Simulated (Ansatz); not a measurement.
N on the 1x1 (110) surface of zinc-blende GaAs (cut with top plane As + Ga), one in a 2x1 cell, started at the site 'hollow As-As-Ga-Ga'

Host crystal: zinc-blende GaAs, with a band gap (PBE, scalar-relativistic without spin-orbit coupling).

These are r2SCAN, at the PBE geometry and the start's symmetry (plane waves to 500 eV, PAW; Ansatz, a program for electronic structure) values and carry that method's errors.

Slab: 21 atoms, 8.6 Å thick at the start under the adsorbate (thin: gaps and levels are the slab's own); k 3x4x1, smearing 0.01 eV, dipole-corrected; single point; on the structure that PBE left under its start's symmetry; spin-polarised, ending with about 1.0 μB a cell; orders that need a larger cell were not tried, no spin-orbit, no U, no dispersion correction. The program's check for a lower electronic state was not made. At the end it is bonded to As + 3 Ga. In PBE it is, or lies within 0.03 eV of, the lowest of the starts that converged; the order may differ at this level.

| Quantity | Result |
|---|---|
| energy of the end state, in which the adsorbate ended below the top plane of the host, against ½ N2(g) at the same level | 1.98 eV |
| change of the step from the bottom to the top vacuum level, against the clean slab | -0.24 eV |
| height of the binding atom over the mean of the host atoms within 0.3 Å of the top one | -1.867 Å |
| magnetic moment of the cell | 1.00 μB |
| note | in the relaxation the adsorbate left its starting site by 2.8 Å |
| cost | very roughly 16 core-minutes |

A negative adsorption energy means that the adsorbate is more stable on the surface than in its reference.
